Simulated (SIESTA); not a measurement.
## SIESTA run on Co (P6_3/mmc, 2 atoms in the cell): self-consistent single point

Level of theory: GGA PBE, numerical atomic orbitals DZP, PseudoDojo PBE standard norm-conserving potentials (rewritten from UPF to PSML) in SIESTA.

Input as run:

```
# files in the folder: Co.psml (PseudoDojo PBE standard)
SystemName  Co
SystemLabel Co

NumberOfAtoms                2
NumberOfSpecies              1
%block ChemicalSpeciesLabel
  1 27 Co
%endblock ChemicalSpeciesLabel
LatticeConstant              1.0 Ang
%block LatticeVectors
     1.255000000   -2.173723760    0.000000000
     1.255000000    2.173723760    0.000000000
     0.000000000    0.000000000    4.070000000
%endblock LatticeVectors
AtomicCoordinatesFormat      Ang
%block AtomicCoordinatesAndAtomicSpecies
     1.255000000    0.724574601    1.017500000  1
     1.255000000   -0.724574601    3.052500000  1
%endblock AtomicCoordinatesAndAtomicSpecies

XC.functional                GGA
XC.authors                   PBE
PAO.BasisSize                DZP
PAO.EnergyShift              0.01 Ry
MeshCutoff                   400 Ry
%block kgrid.MonkhorstPack
   13   0   0  0.0
    0  13   0  0.0
    0   0   7  0.0
%endblock kgrid.MonkhorstPack
OccupationFunction           FD
ElectronicTemperature        0.136 eV
Spin                         polarized
%block DM.InitSpin
  1 +2.00
  2 +2.00
%endblock DM.InitSpin

MaxSCFIterations             150
SCF.Mixer.Method             Broyden
SCF.Mixer.Weight             0.1
SCF.Mixer.History            8
SCF.DM.Tolerance             1.0E-05
Diag.ParallelOverK           true
WriteForces                  true
Charge.Mulliken              end
```

Log, with long lists cut:

```
reinit: Reading from file input.fdf

reinit: System Name: Co
reinit: System Label: Co

NOTE on units for spin output:
{S} is the spin magnetic moment, in units of the Bohr magneton,
assuming a g-factor for the electron spin of exactly 2.
The spin magnetic moment is then numerically equal to the charge inbalance,
in units of electrons, between the spin-up and -down channels.

coor:   Atomic-coordinates input format  =     Cartesian coordinates
coor:                                          (in Angstroms)

siesta: Atomic coordinates (Bohr) and species
siesta:      2.37161   1.36925   1.92280  1        1
siesta:      2.37161  -1.36925   5.76839  1        2

siesta: System type = bulk

initatomlists: Number of atoms, orbitals, and projectors:      2    38    36

siesta: ******************** Simulation parameters ****************************
redata: Spin configuration                          = collinear
redata: Time-Reversal Symmetry                      = T
redata: Number of Atomic Species                    =        1
redata: Mesh Cutoff                                 =   400.0000 Ry
redata: Net charge of the system                    =     0.0000 |e|
redata: Min. number of SCF Iter                     =        0
redata: Max. number of SCF Iter                     =      150
redata: SCF convergence failure will abort job
redata: SCF mix quantity                            = Hamiltonian
redata: Mix DM or H after convergence               =   F
redata: Recompute H after scf cycle                 =   F
redata: Mix DM in first SCF step                    =   T
redata: No kicks to SCF
redata: DM Mixing Weight for Kicks                  =     0.5000
redata: Require Harris convergence for SCF          =   F
redata: Harris energy tolerance for SCF             =     0.000100 eV
redata: Require DM convergence for SCF              =   T
redata: DM tolerance for SCF                        =     0.000010
   [... lines left out ...]
diag: Used triangular part                          = Lower
diag: Absolute tolerance                            =  0.100E-15
diag: Orthogonalization factor                      =  0.100E-05
diag: Memory factor                                 =  1.0000

superc: Internal auxiliary supercell:     7 x     7 x     5  =     245
superc: Number of atoms, orbitals, and projectors:    490   9310   8820

                        Single-point calculation

superc: Internal auxiliary supercell:     7 x     7 x     5  =     245
superc: Number of atoms, orbitals, and projectors:    490   9310   8820

outcell: Unit cell vectors (Ang):
        1.255000   -2.173724    0.000000
        1.255000    2.173724    0.000000
        0.000000    0.000000    4.070000

outcell: Cell vector modules (Ang)   :    2.510000    2.510000    4.070000
outcell: Cell angles (23,13,12) (deg):     90.0000     90.0000    120.0000
outcell: Cell volume (Ang**3)        :     22.2061
new_DM -- step:     1
Initializing Density Matrix...

Attempting to read DM from file... Failed...
DM filled with atomic data (user-defined):

InitMesh: MESH = 30 x 30 x 50 = 45000
InitMesh: Mesh cutoff (required, used) =   400.000   417.112 Ry

stepf: Fermi-Dirac step function
        iscf     Eharris(eV)        E_KS(eV)     FreeEng(eV)     dDmax    Ef(eV) dHmax(eV)
   scf:    1    -8301.234462    -8319.386011    -8319.509610  0.527220 -1.662041 12.620919
     spin moment: {S} , |S| = {        0.0        0.0    3.38759 }     3.38759
   scf:    2    -8326.124040    -8322.975061    -8323.094423  0.129745 -2.441117  8.809967
     spin moment: {S} , |S| = {        0.0        0.0    3.40505 }     3.40505
   scf:    3    -8327.125257    -8326.324898    -8326.449970  0.220130 -4.171332  0.386494
     spin moment: {S} , |S| = {        0.0        0.0    3.31194 }     3.31194
   scf:    4    -8326.340810    -8326.335497    -8326.459666  0.011135 -4.097619  0.188849
     spin moment: {S} , |S| = {        0.0        0.0    3.31271 }     3.31271
   scf:    5    -8326.356638    -8326.345832    -8326.467591  0.035691 -4.107910  0.100542
     spin moment: {S} , |S| = {        0.0        0.0    3.25459 }     3.25459
   scf:    6    -8326.346662    -8326.346322    -8326.468090  0.001877 -4.120804  0.042936
   [... lines left out ...]
   scf:   16    -8326.347414    -8326.347408    -8326.468378  0.000028 -4.125732  0.001284
     spin moment: {S} , |S| = {        0.0        0.0    3.25852 }     3.25852
   scf:   17    -8326.347420    -8326.347414    -8326.468378  0.000027 -4.125641  0.001098
     spin moment: {S} , |S| = {        0.0        0.0    3.25862 }     3.25862
   scf:   18    -8326.347423    -8326.347419    -8326.468378  0.000021 -4.125570  0.000909
     spin moment: {S} , |S| = {        0.0        0.0    3.25870 }     3.25870
   scf:   19    -8326.347425    -8326.347422    -8326.468378  0.000016 -4.125518  0.000748
     spin moment: {S} , |S| = {        0.0        0.0    3.25875 }     3.25875
   scf:   20    -8326.347426    -8326.347424    -8326.468378  0.000011 -4.125484  0.000613
     spin moment: {S} , |S| = {        0.0        0.0    3.25880 }     3.25880
   scf:   21    -8326.347427    -8326.347425    -8326.468378  0.000008 -4.125460  0.000512
     spin moment: {S} , |S| = {        0.0        0.0    3.25883 }     3.25883
SCF Convergence by DM+H criterion
max |DM_out - DM_in|         :     0.0000081672
max |H_out - H_in|      (eV) :     0.0005124101
SCF cycle converged after 21 iterations

Using DM_out to compute the final energy and forces

siesta: E_KS(eV) =            -8326.3474

siesta: E_KS - E_eggbox =     -8326.3474

siesta: Atomic forces (eV/Ang):
     1    0.000000   -0.000063    0.000000
     2    0.000000    0.000063    0.000000
   Tot    0.000000   -0.000000    0.000000
   Max    0.000063
   Res    0.000036    sqrt( Sum f_i^2 / 3N )
   Max    0.000063    constrained

Stress tensor Voigt[x,y,z,yz,xz,xy] (kbar):      127.19      126.57      148.20        0.00       -0.00        0.00
(Free)E + p*V (eV/cell)    -8328.3254
Target enthalpy (eV/cell)    -8326.4684

siesta: Program's energy decomposition (eV):
siesta: Ebs     =     -1263.761156
siesta: Eions   =     10210.599641
siesta: Ena     =       688.080943
siesta: Ekin    =      3698.794992
siesta: Enl     =     -1033.154626
siesta: Eso     =         0.000000
siesta: Edftu   =         0.000000
siesta: DEna    =        55.050266
siesta: DUscf   =         1.284595
siesta: DUext   =         0.000000
siesta: Ex      =     -1455.533249
siesta: Ec      =       -70.270706
siesta: Exc     =     -1525.803955
siesta: Eharris =     -8326.347427
siesta: Etot    =     -8326.347425
siesta: FreeEng =     -8326.468378

siesta: Stress tensor (static) (eV/Ang**3):
siesta:     0.079385   -0.000000    0.000000
siesta:     0.000000    0.078998   -0.000000
siesta:    -0.000000    0.000000    0.092501

siesta: Cell volume =         22.206110 Ang**3

siesta: Pressure (static):
siesta:                Solid            Molecule  Units
siesta:          -0.00091082         -0.00091081  Ry/Bohr**3
siesta:          -0.08362775         -0.08362638  eV/Ang**3
siesta:        -133.98642141       -133.98423094  kBar

mulliken: Atomic and Orbital Populations:

mulliken: Spin UP

Species: Co
Atom  Qatom  Qorb
               3s      4s      4s      3py     3pz     3px     4py     4pz
               4px     3dxy    3dyz    3dz2    3dxz    3dx2-y2 3dxy    3dyz
               3dz2    3dxz    3dx2-y2
   1  9.315   0.974   0.404  -0.115   1.005   1.005   1.005   0.146   0.150
              0.146   0.939   0.949   0.934   0.949   0.939  -0.023  -0.023

             -0.024  -0.023  -0.023
   2  9.315   0.974   0.404  -0.115   1.005   1.005   1.005   0.146   0.150
              0.146   0.939   0.949   0.934   0.949   0.939  -0.023  -0.023

             -0.024  -0.023  -0.023

mulliken: Qtot =       18.629

mulliken: Spin DOWN

Species: Co
Atom  Qatom  Qorb
               3s      4s      4s      3py     3pz     3px     4py     4pz
               4px     3dxy    3dyz    3dz2    3dxz    3dx2-y2 3dxy    3dyz
               3dz2    3dxz    3dx2-y2
   1  7.685   0.972   0.466  -0.147   1.006   1.005   1.006   0.177   0.187
              0.177   0.658   0.647   0.667   0.647   0.658  -0.087  -0.088

             -0.090  -0.088  -0.087
   2  7.685   0.972   0.466  -0.147   1.006   1.005   1.006   0.177   0.187
              0.177   0.658   0.647   0.667   0.647   0.658  -0.087  -0.088

             -0.090  -0.088  -0.087

mulliken: Qtot =       15.371

Mulliken Atomic Populations:
Atom #   charge [q] valence [e]      Sz [e]  Species
     1    -0.000004   17.000004    1.629411  Co
     2     0.000004   16.999996    1.629416  Co
 Total    -0.000000                3.258828
```

The run converged in 21 iterations.

The starting cell has typed, rounded lattice constants, without a prior relaxation at this level. The magnetic order is the one reached from the typed start; others were not searched systematically. Values carry the incompleteness of an atom-centred basis. With a pressure of about -13 GPa the cell is away from its equilibrium volume at this level.

Cost on one core of a shared machine: roughly 50 s.
